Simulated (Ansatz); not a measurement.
The parent structure is HgSe in the zinc blende structure (space group F-43m, No. 216; a = 6.1328 Å). Axes: x, y, z lie along the cube axes.

Computed with PBEsol (Ansatz, a program for electronic structure; PAW; 420 eV plane waves; no SOC).

Strains are applied to the cell and any free atomic positions relax; under biaxial strain the out-of-plane vector relaxes too.

One change was made to it. Results:

```tsv
quantity	base	after
volume per atom	28.83 Å³	28.31 Å³
energy relative to the base (free energy F)	0 meV/atom	+4.3 meV/atom
pressure (mean of the normal stresses, compression positive)	0.0 GPa	0.9 GPa
```

Q: Name the change that was made.
(A) biaxial strain +2.50 %, plane normal [111], relaxed out of plane
(B) biaxial strain −0.42 %, plane normal [111], relaxed out of plane
(C) biaxial strain −2.50 %, plane normal [111], relaxed out of plane
(D) biaxial strain −1.67 %, plane normal [111], relaxed out of plane

A: D, biaxial strain −1.67 %, plane normal [111], relaxed out of plane. For comparison, the energy relative to the base in the other runs: biaxial strain −0.42 %, plane normal [111], relaxed out of plane gives +0.3 meV/atom; biaxial strain +2.50 %, plane normal [111], relaxed out of plane gives +9.4 meV/atom; biaxial strain −2.50 %, plane normal [111], relaxed out of plane gives +9.5 meV/atom.

The mesh was chosen for an insulator and is coarse for the gapless case. No phonon test of stability was made. The final runs are not spin-polarised.
